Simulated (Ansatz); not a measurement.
Input:

```yaml
crystal:
  lattice:
    - [3.63872, 0.00000, 0.00000]
    - [-1.81936, 3.15123, 0.00000]
    - [0.00000, 0.00000, 5.59301]
  atoms:
    - { symbol: Sn, position: [0.00000, 0.00000, 0.00000] }
    - { symbol: S, position: [0.33333, 0.66667, 0.26291] }
    - { symbol: S, position: [0.66667, 0.33333, 0.73709] }
```

No spin polarisation.

Computed with PBEsol-D3(BJ), PAW, 420 eV (Ansatz, a quantum-chemistry and plane-wave program; spin-orbit coupling left out). Settings: 11×11×6 k-points, 0.05 eV Fermi–Dirac smearing.

Question: Estimate the band gap.

Answer: 0.97 eV.

Question: Estimate the smallest direct gap.

Answer: 1.53 eV.

Question: Predict the gap character.

Answer: Indirect, K–Γ (87 % along) → k = (0, 0.455, 1/3) in the run's primitive reciprocal basis.

Question: What is the computed pressure (mean of the normal stresses, compression positive)?

Answer: -0.54 GPa.

The cells carry an imposed strain or load. Stability against distortions was not tested. The cell was made from SnS₂ in the CdI2 type structure (space group P-3m1, No. 164; layered, stacked along the Cartesian z axis) by this change: isotropic strain +0.35 %.
